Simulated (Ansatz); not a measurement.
```yaml
crystal:
  lattice:
    - [3.24432, 0.00000, 0.00000]
    - [-1.62216, 2.80966, 0.00000]
    - [0.00000, 0.00000, 5.08063]
  atoms:
    - { symbol: Zr, position: [0.66667, 0.33333, 0.75000] }
    - { symbol: Zr, position: [0.33333, 0.66667, 0.25000] }
```

No spin polarisation.

Method: DFT with r2SCAN, PAW potentials and a 500 eV plane-wave cutoff in Ansatz (a quantum-chemistry and plane-wave program), no spin-orbit coupling. k-mesh 20×20×11 (Γ-centred); smearing 0.1 eV (Fermi–Dirac).

Question: Predict the space group and pressure.

Answer: The space group is P6_3/mmc (No. 194). The pressure (mean of the normal stresses, compression positive) is 1.5 GPa.

The cells carry an imposed strain or load. Stability against distortions was not tested. All final runs are without spin polarisation. The cell was made from Zr in the hcp (Mg type) structure (space group P6_3/mmc, No. 194) by this change: uniaxial strain ε_zz = −1.50 %.
